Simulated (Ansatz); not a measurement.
## Pd: element substitutions

Consider Pd in the fcc (Cu type) structure (space group Fm-3m, No. 225; a = 3.876 Å).

Each row replaces one element on all its sites; cell and atoms are relaxed.

The values are results of plane-wave PAW DFT at the PBEsol level (Ansatz, a program for electronic structure, 420 eV), no spin-orbit coupling, not measurements.

Candidates:
(a) Pd → W
(b) Pd → Rh
(c) Pd → Os

Before the change:

The lattice parameter a is 3.876 Å.

### Question
Order them by lattice parameter a, highest first.

### Answer
(a) Pd → W (3.998 Å), (c) Pd → Os (3.821 Å), (b) Pd → Rh (3.780 Å)

No phonon test of stability was made. The final runs are not spin-polarised. This is not the structure that W has at room temperature and ambient pressure. This is not the structure that Os has at room temperature and ambient pressure.
